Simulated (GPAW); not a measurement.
A self-consistent single point of NiSi2 (Fm-3m, 3 atoms in the cell) with GPAW.

Computed with PBE, GPAW PAW datasets PBE (gpaw-data 1.0.1) (plane waves; GPAW).

The change in words: lattice scaled by 0.98. Reference geometry:
```
NiSi2
1.0
    0.00000     2.73638     2.73638
    2.73638     0.00000     2.73638
    2.73638     2.73638     0.00000
Si Ni
2 1
Direct
  0.25000   0.25000   0.25000
  0.75000   0.75000   0.75000
  0.00000   0.00000   0.00000
```

Reference input (self-consistent single point, DFT PBE, plane waves, GPAW PAW datasets PBE (gpaw-data 1.0.1)): mode = pw; ecut = 800 eV; xc = PBE; kpts = 14 14 14; mesh shift (steps) = 0 0 0; occupations.name = fermi-dirac; occupations.width = 0.05 eV; nbands = -9; symmetry.symmorphic = false; symmetry.tolerance = 0.0005; maxiter = 150. This run's input differs from it in these lines:

```diff
@@ -5,7 +5,7 @@
 atoms = Atoms(['Si', 'Si', 'Ni'],
-              cell=[[0.000000, 2.736378, 2.736378],
-                    [2.736378, 0.000000, 2.736378],
-                    [2.736378, 2.736378, 0.000000]],
-              positions=[[1.368189, 1.368189, 1.368189],
-                         [4.104567, 4.104567, 4.104567],
+              cell=[[0.000000, 2.681650, 2.681650],
+                    [2.681650, 0.000000, 2.681650],
+                    [2.681650, 2.681650, 0.000000]],
+              positions=[[1.340825, 1.340825, 1.340825],
+                         [4.022475, 4.022475, 4.022475],
                          [0.000000, 0.000000, 0.000000]],
```

Output (repeated stretches shortened):

```
     iter     time        total  log10-change:
                         energy   eigst   dens
iter:   1 --:--:--   -19.562597
iter:   2 --:--:--   -19.371024   -0.41  -1.16
iter:   3 --:--:--   -19.180387   -1.08  -1.18
iter:   4 --:--:--   -19.119223   -1.83  -1.27
iter:   5 --:--:--   -19.074085   -2.55  -1.70
iter:   6 --:--:--   -19.538941   -1.78  -2.08
iter:   7 --:--:--   -19.081482   -1.78  -1.57
iter:   8 --:--:--   -19.081695   -3.67  -2.74
iter:   9 --:--:--   -19.081574c  -4.45  -2.78
iter:  10 --:--:--   -19.081411c  -6.32  -2.99
iter:  11 --:--:--   -19.081262c  -5.78  -3.10
iter:  12 --:--:--   -19.081240c  -5.87  -3.15
iter:  13 --:--:--   -19.081228c  -7.16  -3.39
iter:  14 --:--:--   -19.081167c  -5.59  -3.38
iter:  15 --:--:--   -19.081167c  -7.36  -4.22c
iter:  16 --:--:--   -19.081166c  -7.95c -4.30c
Converged after 16 iterations.

Dipole moment: (0.000000, 0.000000, 0.000000) |e|*Ang

Energy contributions relative to reference atoms: (reference = -57140.686948)

Kinetic:        +18.706996
Potential:      -12.740066
External:        +0.000000
XC:             -25.074582
Entropy (-ST):   -0.007635
Local:           +0.030304
SIC:             +0.000000
--------------------------
Free energy:    -19.084983
Extrapolated:   -19.081166

Showing only first 2 kpts
 Kpt  Band  Eigenvalues  Occupancy
  0    10     11.85802    0.00000
  0    11     11.85802    0.00000
  0    12     11.85802    0.00000
  0    13     12.22730    0.00000

  1    10     10.74334    0.00001
  1    11     10.74334    0.00001
  1    12     11.81448    0.00000
  1    13     12.21156    0.00000

Fermi level: 10.12704

No gap
No difference between direct/indirect transitions
Energy (eV): -19.081166

Forces in eV/Ang:
  0 Si   -0.00000   -0.00000    0.00000
  1 Si    0.00000    0.00000   -0.00000
  2 Ni    0.00000    0.00000    0.00000

Stress tensor:
    -0.055231     0.000000     0.000000
     0.000000    -0.055231    -0.000000
     0.000000    -0.000000    -0.055231
Stress (GPa, Voigt): [-8.849 -8.849 -8.849 -0.     0.     0.   ]
```

The run converged in 16 iterations. GPAW prints stress with tension positive. Against the reference run the free energy goes up by 18.5 meV/atom and the pressure goes from -0.91 to 8.85 GPa.

The starting cell has typed, rounded lattice constants, without a prior relaxation at this level. Its lattice was rescaled by a random factor within 2.5 % of one. For this run, on top of that: lattice scaled by 0.98. Spin polarisation is off. With a pressure of about 9 GPa the cell is away from its equilibrium volume at this level.

Cost on one core of a shared machine: roughly 50 s.
